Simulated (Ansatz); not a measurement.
Structures of equal composition on the (111) surface of fcc Al: a layer of W in place of the second plane; a layer of W in place of the third plane. The slabs share one bottom face, and each structure is named by its start. These are constructed structures in small cells; real faces may alloy, dewet or reconstruct in larger ones, and not all known structures of the face are among them. Slabs of about 12 Å, Fermi-Dirac smearing of 0.1 eV. Bottom of the slabs: a bare face, its two planes held. Relaxed from the named starts with such symmetry as they have, on meshes of like density; energies extrapolated to zero smearing; spin only where a row says so; no spin-orbit coupling, no U. Brackets mark spin-polarised runs, whose order is one that fits the cell.

Calculation: PBE (plane waves to 420 eV, PAW; Ansatz, a first-principles code).

Put the candidates in order of energy per 1x1 cell, lowest first, for PBE.

a layer of W in place of the third plane (0.000 eV), a layer of W in place of the second plane (0.096 eV)
